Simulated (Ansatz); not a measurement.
# MnP-type NiSi (0 0 1) on 4H silicon carbide (1 1 0) (film strained to the substrate, started from cuts of the bulks and a machine-learned relaxation; slabs Si36C36 and Ni18Si24, which can lie off the formulas)

A periodic stack without vacuum, MnP-type NiSi (0 0 1) on 4H silicon carbide (1 1 0) (film strained to the substrate, started from cuts of the bulks and a machine-learned relaxation; slabs Si36C36 and Ni18Si24, which can lie off the formulas): substrate slab Si36C36, film Ni18Si24, surface cells [[0, -1], [1, -1]] and [[1, 0], [1, 3]], film strained by +0.4 and +3.6 %, outermost planes CSi/CSi and Si/Si as cut, which need not be the usual terminations and can put a slab off its formula.

The start was prepared with a machine-learned potential, and the result is one local minimum, with the in-plane cell held and forces under 0.04 eV/Å; the film can end far from its bulk form.

The numbers are results of PBE (plane waves to 420 eV, PAW; Ansatz, a program for electronic structure), not measurements. Scalar-relativistic, without spin–orbit coupling; the runs are not spin-polarised; PBE gaps are too small against experiment. Its k-point mesh 6×3×1, Fermi–Dirac width 0.05 eV.

| Item | Value |
|---|---|
| interface area | 54.3 Å² |
| period | 24.31 Å |
| heights between the nearest atoms of the two slabs at the two interfaces | 1.30 and 1.15 Å |
| C–Si contacts across the interfaces within 1.22 times the sum of covalent radii | 8, mean 1.91 Å |
| Si–Si contacts across the interfaces within 1.22 times the sum of covalent radii | 5, mean 2.50 Å |
| Ni–Si contacts across the interfaces within 1.22 times the sum of covalent radii | 4, mean 2.53 Å |
| hole barrier (PBE, at the middle of a substrate layer that carries a field) | 1.11 eV |
| electron barrier (PBE, at the middle of a substrate layer that carries a field) | 1.11 eV |
| slope of the mean potential energy in the substrate | -1.6 MV/cm × e |

```xyz
114
Lattice="5.3602 -0.0029 -0.0147 5.3639 10.1165 0.4587 -3.6816 -2.1909 24.2483" Properties=species:S:1:pos:R:3 pbc="T T T"
Si     4.1242     5.6783     0.9575
Si     4.0921     0.4692     0.5976
Si     5.9496     3.1226     0.6078
Si     7.7102     8.1946     1.0229
C      4.1448     3.7855     0.7844
C      9.5348     8.6858     1.0363
C      0.5396     1.1972     0.6336
C      7.7188     6.2798     0.9948
Si     6.8141     5.5317     2.4404
Si     1.4277     0.5119     2.2026
Si     3.2507     3.0261     2.2992
Si     5.0498     8.0642     2.5878
C      6.8166     3.6435     2.2752
C      6.8116     8.7352     2.6018
C      3.2467     1.1114     2.2044
C      5.0489     6.1655     2.5286
Si     4.1351     5.4687     4.0112
Si     4.1333     0.4192     3.7360
Si     5.9214     2.9490     3.8268
Si     7.7173     8.0051     4.0935
C      4.1329     3.5755     3.8897
C      9.5008     8.6395     4.1273
C      0.5566     1.0550     3.7823
C      7.7139     6.0975     4.0125
Si     6.8212     5.4025     5.5258
Si     1.4566     0.3473     5.2901
Si     3.2435     2.8717     5.4104
Si     5.0370     7.9331     5.6484
C      1.4561     3.5095     5.4372
C      6.8227     8.5662     5.6683
C      3.2422     0.9717     5.3168
C      5.0358     6.0281     5.5774
Si     4.1445     5.3297     7.0875
Si     4.1405     0.2732     6.8296
Si     5.9245     2.7999     6.9535
Si     7.7204     7.8583     7.1753
C      4.1369     3.4335     6.9937
C      4.1455     8.4953     7.2193
C      0.5664     0.9021     6.8649
C      7.7195     5.9538     7.0983
Si     6.8315     5.2547     8.6142
Si     1.4644     0.2045     8.3723
Si     3.2471     2.7302     8.5175
Si     5.0459     7.7881     8.7237
C      1.4577     3.3623     8.5639
C      6.8303     8.4214     8.7472
C      3.2496     0.8299     8.4075
C      5.0464     5.8830     8.6607
Si     4.1587     5.1812    10.1792
Si     4.1501     0.1339     9.9172
Si     5.9181     2.6517    10.0829
Si     7.7337     7.7072    10.2490
C      4.1326     3.2867    10.1071
C      4.1518     8.3560    10.2902
C      0.5729     0.7623     9.9415
C      7.7365     5.8022    10.1800
Si     6.8529     5.1050    11.7011
Si     1.4834     0.0534    11.4260
Si     3.2221     2.5882    11.6353
Si     5.0544     7.6546    11.7866
C      1.4472     3.2113    11.7229
C      6.8385     8.2929    11.8048
C      3.2500     0.6929    11.4937
C      5.0933     5.7669    11.7392
Si     4.2155     5.0906    13.2612
Si     4.1675    -0.0320    12.9798
Si     0.4729     2.4328    13.2303
Si     7.7124     7.5927    13.3297
C      4.1240     3.2090    13.1415
C      4.1699     8.2061    13.3686
C      0.5778     0.5798    12.9475
C      2.4491     5.7180    13.1940
Ni     2.6954     2.0258    16.5020
Ni     2.8594     4.5824    16.4962
Ni     2.7722     8.7720    17.4608
Ni     0.0973     1.7703    15.8692
Ni     5.0127     5.4869    15.5592
Ni     5.3131     9.0902    16.5941
Si     1.2417     0.1072    14.6607
Si     1.7292     5.6322    14.8951
Si     5.3978     7.7030    14.7698
Si    -0.9759     2.0626    18.0214
Si     4.5348     5.1790    17.9959
Si     4.6645     8.9456    18.8245
Si     1.1229     0.4587    17.4468
Si     0.9305     3.5880    17.0572
Si     6.2094     7.0961    17.3274
Si    -1.8349     0.2624    15.2560
Si     3.9912     3.2535    15.0370
Si     3.2441     6.8947    16.3118
Ni     2.9378     1.9165    22.5781
Ni     3.1146     6.3417    23.1593
Ni    -2.6774    -1.5603    21.4824
Ni     0.0415     2.2968    21.6235
Ni     5.1044     5.0438    21.8754
Ni     0.0473    -1.4793    20.6259
Ni     0.1122     0.7452    19.5437
Ni     0.0866     3.5614    19.3995
Ni     5.4738     6.6939    19.4994
Ni     2.8881     0.4413    18.8175
Ni     2.7515     3.6486    18.7642
Ni     2.6669     6.4280    18.6492
Si     1.8621     2.0578    20.2028
Si     1.6562     5.0360    20.2857
Si     1.9700    -1.7105    19.2455
Si    -0.4791     1.0410    23.4886
Si     6.4721     5.3554    23.8268
Si    -1.8637    -1.6574    23.5906
Si     1.1253     0.1873    21.8935
Si     3.3519     4.0533    23.4811
Si     6.4929     6.8265    21.9140
Si    -1.5758     0.3642    21.0400
Si     3.6237     3.6034    20.9529
Si     3.6514     6.7159    20.8951
```
